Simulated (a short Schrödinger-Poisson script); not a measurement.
Structure: gated Al0.3Ga0.7As/GaAs δ-doped gas, at 20 K.

| layer | material | thickness (nm) | Na (cm⁻³) |
|---|---|---|---|
| 1 | Al0.3Ga0.7As | 8 | - |
| 2 | Al0.3Ga0.7As | 20 | - |
| 3 | GaAs | 6000 | 3e14 |

The device is made up for the run: typed textbook-type constants, with dimensions and the other settings drawn at random. Al0.3Ga0.7As: permittivity 12.05, conduction-band edge (eV) 0.237, gap (eV) 1.798, electron mass (mₑ) 0.0919, Nv at 300 K (cm⁻³) 9e18. GaAs: permittivity 12.9, conduction-band edge (eV) 0, gap (eV) 1.424, Nv at 300 K (cm⁻³) 9e18.

Channel valleys (confinement mass, in-plane density-of-states mass, number): Γ 0.067, 0.067, 1. At the gate the conduction-band edge of layer 1 lies 0.79 eV − eVg above the Fermi level of the channel; the field vanishes at the back. Sheet of ionised δ-doping: +3.2e12 e/cm² at 8 nm from the gate. The barrier under the gate holds no holes. Gaps are held at their typed values at every temperature. Mesh 0.08 nm at interfaces.

From a short Schrödinger-Poisson script (our own, NumPy): 1D Poisson equation in equilibrium, electrons quantum, Hartree plus LDA exchange-correlation (BenDaniel-Duke, 40 states a valley, the channel's in-plane mass for all, wave functions free to enter the barrier), parabolic valleys, classical holes, full ionisation, no traps, pinning or gate leakage.

### Question
List the lowest subbands of each valley and their electrons at Vg = 0.5 V.

### Answer
```tsv
valley	subband	energy from the Fermi level (meV)	electrons (cm⁻²)	share (%)
Γ	0	-19.8	5.53e11	99.9
Γ	1	7.4	6.40e8	0.1
Γ	2	22.8	< 1e6	0.0
```

All electrons: 5.54e11 cm⁻².
